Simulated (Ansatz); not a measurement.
# CsBH4: pressure series

Start from CsBH₄ (space group F-43m, No. 216; a cell from a computed database, its experimental status unchecked).

```xyz
6
Lattice="0.0000 3.6123 3.6123 3.6123 0.0000 3.6123 3.6123 3.6123 0.0000" Properties=species:S:1:pos:R:3 pbc="T T T"
Cs     0.0000     0.0000     0.0000
B      3.6123     3.6123     3.6123
H      4.3256     4.3256     2.8990
H      4.3256     2.8990     4.3256
H      2.8990     4.3256     4.3256
H      2.8990     2.8990     2.8990
```

Cell and atoms are relaxed at each pressure.

Computed with Ansatz (a program for electronic structure) PBEsol, no SOC.

Computed cases, in order: pressure −1 GPa; 0 GPa (base); pressure 0.3 GPa; pressure 0.7 GPa; pressure 1.5 GPa; pressure 3 GPa; pressure 5 GPa; pressure 7.5 GPa; pressure 10 GPa.

Task: Between which two neighbouring cases does the gap turn between direct and indirect?

Result: Between pressure −1 GPa (5.59 eV, direct at X) and 0 GPa (base) (5.46 eV, indirect, W → X). The whole series: pressure −1 GPa: 5.59 eV, direct at X; 0 GPa (base): 5.46 eV, indirect, W → X; pressure 0.3 GPa: 5.42 eV, indirect, W → X; pressure 0.7 GPa: 5.37 eV, indirect, W → X; pressure 1.5 GPa: 5.28 eV, indirect, W → X; pressure 3 GPa: 5.12 eV, indirect, W → X; pressure 5 GPa: 4.94 eV, indirect, W → X; pressure 7.5 GPa: 4.75 eV, indirect, W → X; pressure 10 GPa: 4.57 eV, indirect, W → Γ–X (83 % along).

Load acts through the strain it causes; cell and atoms are relaxed under it. Whether these cells are dynamically stable was not tested. No other phases were tried under pressure.
